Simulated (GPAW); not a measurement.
```xyz
8
Lattice="3.8700 0.0000 0.0000 -1.9350 3.3516 0.0000 0.0000 0.0000 13.0205" Properties=species:S:1:pos:R:3 pbc="T T T"
Zr     0.0000     2.2344     1.5174
Zr     1.9350     1.1172    11.5031
Zr     1.9350     1.1172     8.0277
Zr     0.0000     2.2344     4.9928
As     0.0000     0.0000     0.0000
As     0.0000     0.0000     6.5102
As     0.0000     2.2344     9.7654
As     1.9350     1.1172     3.2551
```

Method: LDA (Perdew-Wang 92), GPAW PAW datasets LDA (gpaw-data 1.0.1) (plane waves; GPAW 25.7.0).

The set-up and first iterations of a GPAW log for ZrAs (P6_3/mmc, 8 atoms in the cell):

```
Input parameters:
  convergence: {density: 1e-05,
                energy: 1e-05}
  kpts: {gamma: True,
         size: (5, 5, 2)}
  maxiter: 100
  mode: {ecut: 600.0,
         name: pw}
  nbands: -16
  occupations: {name: methfessel-paxton,
                order: 0,
                width: 0.1}
  symmetry: {symmorphic: False,
             tolerance: 0.0005}

species:
  Zr:
    name: Zirconium
    Z: 40.0
    valence: 12
    core: 28
    charge: 0.0
    file: Zr.LDA.gz

    # Using partial waves for Zr as LCAO basis

  As:
    name: Arsenic
    Z: 33.0
    valence: 5
    core: 28
    charge: 0.0
    file: As.LDA.gz

    # Using partial waves for As as LCAO basis

Reference energy: -636825.882078  # eV

Spin-paired calculation

Convergence criteria:
 Maximum [total energy] change in last 3 cyles: 1e-05 eV / valence electron
 Maximum integral of absolute [dens]ity change: 1e-05 electrons / valence electron
   [... lines left out ...]

Hamiltonian:
  XC and Coulomb potentials evaluated on a 48*48*160 grid
  External potential:
    NoExternalPotential

Number of atoms: 8
Number of atomic orbitals: 68
Number of bands in calculation: 50
Number of valence electrons: 68
Bands to converge: occupied

Density initialized from atomic densities
  50 bands from LCAO basis set

Atomic positions and initial magnetic moments

Positions:
   0 Zr    -0.000002    2.234375    1.517408    ( 0.0000,  0.0000,  0.0000)
   1 Zr     1.935027    1.117186   11.503087    ( 0.0000,  0.0000,  0.0000)
   2 Zr     1.935027    1.117186    8.027656    ( 0.0000,  0.0000,  0.0000)
   3 Zr    -0.000002    2.234375    4.992839    ( 0.0000,  0.0000,  0.0000)
   4 As     0.000000    0.000000    0.000000    ( 0.0000,  0.0000,  0.0000)
   5 As     0.000000    0.000000    6.510248    ( 0.0000,  0.0000,  0.0000)
   6 As    -0.000002    2.234375    9.765371    ( 0.0000,  0.0000,  0.0000)
   7 As     1.935027    1.117186    3.255124    ( 0.0000,  0.0000,  0.0000)

Unit cell:
           periodic     x           y           z      points  spacing
  1. axis:    yes    3.870049    0.000000    0.000000    24     0.1396
  2. axis:    yes   -1.935024    3.351561    0.000000    24     0.1396
  3. axis:    yes    0.000000    0.000000   13.020495    80     0.1628

  Lengths:   3.870049   3.870049  13.020495
  Angles:   90.000000  90.000000 119.999992

Effective grid spacing dv^(1/3) = 0.1542
     iter     time        total  log10-change:
                         energy   eigst   dens
iter:   1 --:--:--   -64.788802
iter:   2 --:--:--   -64.694675   -0.85  -1.23
iter:   3 --:--:--   -64.012717   -0.88  -1.26
iter:   4 --:--:--   -64.011178   -2.47  -1.58
iter:   5 --:--:--   -64.177030   -1.57  -1.58
```

Q: Will this run converge, and how will it end?

A: The run converged in 33 iterations. Its thresholds were met; that alone does not show that basis and mesh suffice. It ends on: free energy E − TS (from the program's reference atoms) -63.9996 eV; Fermi level (on the code's own zero) 8.59 eV; pressure -9.61 GPa; largest force (vector length) 0.202 eV/Å. The log goes on:

```
   [... 2 lines left out ...]
iter:   8 --:--:--   -64.013833   -2.94  -2.06
iter:   9 --:--:--   -63.999238   -3.04  -2.30
iter:  10 --:--:--   -63.993130   -2.73  -2.55
   [... lines left out ...]
iter:  14 --:--:--   -63.993387c  -5.29  -3.35
iter:  15 --:--:--   -63.993210c  -5.69  -3.19
iter:  16 --:--:--   -63.993124c  -5.55  -3.33
   [... 6 lines left out ...]
iter:  23 --:--:--   -63.992981c  -7.28  -4.10
iter:  24 --:--:--   -63.992981c  -6.81  -4.21
iter:  25 --:--:--   -63.992982c  -7.05  -4.32
iter:  26 --:--:--   -63.992979c  -7.06  -4.37
iter:  27 --:--:--   -63.992979c  -7.59c -4.56
iter:  28 --:--:--   -63.992981c  -7.69c -4.60
iter:  29 --:--:--   -63.992981c  -8.24c -4.74
iter:  30 --:--:--   -63.992980c  -8.50c -4.78
iter:  31 --:--:--   -63.992981c  -8.27c -4.88
iter:  32 --:--:--   -63.992981c  -8.20c -4.88
iter:  33 --:--:--   -63.992981c  -9.39c -5.47c
Converged after 33 iterations.

Dipole moment: (-0.000000, 0.000000, -0.000000) |e|*Ang

Energy contributions relative to reference atoms: (reference = -636825.882078)

Kinetic:        +43.418022
Potential:      -48.533177
External:        +0.000000
XC:             -60.276085
Entropy (-ST):   -0.013233
Local:           +1.404876
SIC:             +0.000000
--------------------------
Free energy:    -63.999597
Extrapolated:   -63.992981

Showing only first 2 kpts
 Kpt  Band  Eigenvalues  Occupancy
  0    32      8.46179    1.92605
  0    33      8.57993    1.09242
  0    34      8.57993    1.09238
  0    35      8.77358    0.00873

  1    32      8.63873    0.47430
  1    33      8.63873    0.47430
  1    34      8.63875    0.47414
  1    35      8.63875    0.47414

Fermi level: 8.58814

No gap
No difference between direct/indirect transitions
Energy (eV): -63.992981

Forces in eV/Ang:
  0 Zr    0.00000   -0.00000   -0.20174
  1 Zr    0.00000    0.00000    0.20174
  2 Zr    0.00000    0.00000   -0.20174
  3 Zr   -0.00000   -0.00000    0.20174
  4 As    0.00000    0.00000    0.00000
  5 As    0.00000    0.00000    0.00000
  6 As    0.00000   -0.00000    0.00000
  7 As    0.00000   -0.00000    0.00000

Stress tensor:
     0.060359    -0.000000     0.000000
    -0.000000     0.060359     0.000000
     0.000000     0.000000     0.059227
Stress (GPa, Voigt): [ 9.6705  9.6705  9.4891  0.      0.     -0.    ]
```

For comparison: a first run (DFT PBEsol, plane waves, GPAW PAW datasets PBEsol (made by gpaw-setup)) was changed to give this one (xc: PBEsol → LDA; potentials: GPAW PAW datasets LDA (gpaw-data 1.0.1)), and from it to this one the pressure goes from -7.08 to -9.61 GPa and the largest force goes from 0.185 to 0.202 eV/Å.

The starting cell comes from a database of computed structures (which also holds hypothetical and non-ambient phases and stackings), without a prior relaxation at this level. Its lattice was rescaled by a random factor within 2.5 % of one. With a pressure of about -10 GPa the cell is away from its equilibrium volume at this level.

The run was DFT LDA (Perdew-Wang 92), plane waves, GPAW PAW datasets LDA (gpaw-data 1.0.1). Main settings of its input:

* **mode**: pw
* **ecut**: 600 eV
* **xc**: LDA
* **kpts**: 5 5 2
* **mesh shift (steps)**: 0 0 0
* **occupations.name**: methfessel-paxton
* **occupations.width**: 0.1 eV
* **occupations.order**: 0
* **nbands**: -16
* **convergence.density**: 1e-05 e/electron
* **convergence.energy**: 1e-05 eV/electron
* **symmetry.symmorphic**: false
